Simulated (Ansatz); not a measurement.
LaGaO3 (Imma, No. 74, 10 atoms in the cell; start mp-556983; a measured phase of this formula has another space group)

Computed with r²SCAN in Ansatz (PAW).

Run with plane-wave cutoff 560 eV, 8×8×8 k mesh, Fermi–Dirac smearing 0.01 eV, scalar-relativistic PAW data made under PBE.

Cell (relaxed at this level):

Space group Imma (No. 74); a = 5.487 Å, b = 7.758 Å, c = 5.539 Å, α = 90.00°, β = 90.00°, γ = 90.00°

```json
[
 {"atom": "La", "site": "4e", "symmetry": "mm2", "x": "0.0000", "y": "0.7500", "z": "0.0057"},
 {"atom": "Ga", "site": "4b", "symmetry": "2/m..", "x": "0.0000", "y": "0.0000", "z": "0.5000"},
 {"atom": "O", "site": "8g", "symmetry": ".2.", "x": "0.2500", "y": "0.5394", "z": "0.2500"},
 {"atom": "O", "site": "4e", "symmetry": "mm2", "x": "0.0000", "y": "0.2500", "z": "0.4273"}
]
```
(The calculation used a cell of 10 atoms; values per cell refer to that cell.)

| Quantity | Result |
|---|---|
| band gap | 4.19 eV (on the SCF k mesh) |

Note: the relaxation could not lower the start's symmetry, so the cell can be a saddle point above a distorted one.

Spin–orbit coupling is not included.

Computed values are for the static lattice.

The result took about 5 core-minutes (a rough figure).

A start named mp-… is a Materials Project structure, which need not be a measured phase.

Ansatz is a program for electronic structure.
